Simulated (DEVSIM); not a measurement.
Device: abrupt GaAs n-p junction, at 400 K.

Layer 1 from the left is GaAs, thickness (μm) 3.80, Nd (cm⁻³) 5.2e16, τn (s) 3.9e-9, τp (s) 3.9e-9. Layer 2 from the left is GaAs, thickness (μm) 13.0, Na (cm⁻³) 4.3e14, τn (s) 3.9e-9, τp (s) 3.9e-9.

Left contact: ohmic. Right contact: ohmic. Voltage is applied to the left contact. Recombination: SRH at mid-gap, Auger. Mobility is constant in doping.

Constants are typed, rounded textbook-type inputs, not results; the design itself was drawn at random and stands for no fabricated device. Values at 300 K; Nc and Nv go as T^1.5, mobilities as T to minus their exponent, the gap by Varshni's rule with the affinity fixed.

GaAs: gap (eV) 1.424, affinity (eV) 4.07, permittivity 12.9, Nc (cm⁻³) 4.7e17, Nv (cm⁻³) 9e18, μn (cm²/Vs) 8500, μp (cm²/Vs) 400, T exponent of μn 2.1, T exponent of μp 2.2, Cn (cm⁶/s) 1e-30, Cp (cm⁶/s) 1e-30, Varshni α (eV/K) 0.000541, Varshni β (K) 204.

Task: Estimate by hand the built-in potential, the peak field at zero bias, the capacitance at 0.6 V, and compare with a numerical solution.

Result: 
- Built-in potential: ni = √(Nc Nv) exp(−Eg/2kT) = 6.67e9 cm⁻³ with Eg = 1.377 eV; Vbi = kT/q ln(Na Nd/ni²) = 0.929 V; numerical 0.929 V.
- Peak field at zero bias: depletion approximation: W = √(2εVbi/(qN)) = 1.76 μm with N = 4.26e14 cm⁻³; field = 2Vbi/W = 10500 V/cm; numerical 15900 V/cm (estimate below by 34 %).
- Capacitance at 0.6 V: C = √(qεN / 2(Vbi + |V|)) = 5.05 nF/cm²; numerical 5.23 nF/cm² (estimate below by 3.5 %).

Model (solved in DEVSIM): 1D drift-diffusion, Boltzmann statistics, complete ionisation; no tunnelling, impact ionisation, image-force lowering or self-heating.
